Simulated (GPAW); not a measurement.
# Converging the k-point mesh at a smearing width of 0.02 eV: HgTe (R3m, 2 atoms in the cell)

```
CELL_PARAMETERS angstrom
      0.00000     3.21385     3.21385
      3.21385     0.00000     3.21385
      3.21385     3.21385     0.00000
ATOMIC_POSITIONS crystal
  Hg 0.00449 0.00449 0.00449
  Te 0.25000 0.25000 0.25000
```

Method of the run: PBEsol, GPAW PAW datasets PBEsol (made by gpaw-setup) (plane waves; GPAW).

Base settings: mode = pw; ecut = 550 eV; xc = PBEsol; kpts = 3 3 3; mesh shift (steps) = 0 0 0; occupations.name = fermi-dirac; occupations.width = 0.01 eV; nbands = -6; convergence.density = 1e-05 e/electron; convergence.energy = 1e-05 eV/electron.

In this ladder: occupations.width = 0.02 eV; nbands = -8; convergence.bands = default.

Only quantities that move along the ladder and can be compared are tabulated.

The count of work is k-points × plane waves × bands × iterations; it is no time. Core times come from one kind of shared machine, to one figure; runs under 30 s give none.

The starting cell has typed, rounded lattice constants, without a prior relaxation at this level. Its lattice was rescaled by up to half a per cent. One atom was moved a little off its site on purpose. In the base run, with a pressure of about 3 GPa the cell is away from its equilibrium volume at this level. The run gives no clean gap (levels at the Fermi energy touch, overlap or are partly filled at this smearing), which alone does not show that the compound is a metal. Without a gap this mesh is coarse (it stands for a supercell whose shortest vector is 14 Å).

Steps (kpts): 3 3 3; 4 4 4; 5 5 5; 6 6 6; 7 7 7; 8 8 8; 10 10 10; 12 12 12; 14 14 14; 17 17 17.

Question: What is the coarsest kpts that holds the free energy within 1 meV/atom of the last step, with all finer ones?

Answer: 10 10 10, at 0.28 of the last step's count of work and about 0.3 of the last step's time; the step before is off by 1.4 meV/atom.

Question: What is the coarsest kpts that holds the pressure within 0.2 GPa of the last step, with all finer ones?

Answer: 5 5 5, at 0.052 of the last step's count of work; the step before is off by 0.49 GPa.

```tsv
kpts	free energy less the last step's (meV/atom)	pressure (GPa)	count of work / last	core time / last (rough)
3 3 3	167.08	3.22	0.020	–
4 4 4	49.24	2.26	0.027	–
5 5 5	17.13	1.95	0.052	–
6 6 6	6.77	1.84	0.076	–
7 7 7	2.96	1.80	0.12	–
8 8 8	1.38	1.79	0.16	–
10 10 10	0.36	1.77	0.28	0.3
12 12 12	0.10	1.77	0.39	0.5
14 14 14	0.03	1.77	0.59	1
17 17 17	0.00	1.77	1.0	1
```
